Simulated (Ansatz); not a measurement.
**A computed series for ZnSiP2: pressure series**

Base system: ZnSiP$_{2}$ in the chalcopyrite structure (space group I-42d, No. 122; a = 5.306 Å, c = 10.380 Å).

Cell and atoms are relaxed at each pressure.

Calculations: LDA/PAW in Ansatz (a first-principles code), no spin-orbit coupling.

Candidates:
(a) pressure −2 GPa
(b) pressure 22.5 GPa
(c) pressure 30 GPa

Base values:

| Quantity | Result |
|---|---|
| Band gap | 1.11 eV |

Problem. Order them by band gap, lowest first.

Solution. (c) pressure 30 GPa (0.58 eV), (b) pressure 22.5 GPa (0.70 eV), (a) pressure −2 GPa (1.16 eV)

Load acts through the strain it causes; cell and atoms are relaxed under it. No phonon test of stability was made. Competing high-pressure phases were not computed.
